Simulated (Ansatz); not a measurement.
The reference is TiO₂ in the anatase structure (space group I4_1/amd, No. 141; a = 3.7698 Å, c = 9.5517 Å). Axes: x, y, z lie along a, b, c of the conventional cell.

Calculations: Kohn–Sham DFT with the PBEsol functional, run in Ansatz (an electronic-structure program) with PAW and 420 eV plane waves, no spin-orbit coupling.

Before the change:

The pressure is 0.00 GPa.

The change: uniaxial strain ε_xx = −1.20 %, all other strain components held at zero; the atoms relax in the strained cell.

What happens to the pressure?

The pressure (mean of the normal stresses, compression positive) goes from zero to 2.78 GPa.

What does the calculation give for the largest internal atomic displacement after the change?

The largest internal atomic displacement is 0.012 Å.

Estimate the effect on the energy relative to the base.

The energy increases by 1.9 meV/atom.

Stability against distortions was not tested. All final runs are without spin polarisation.
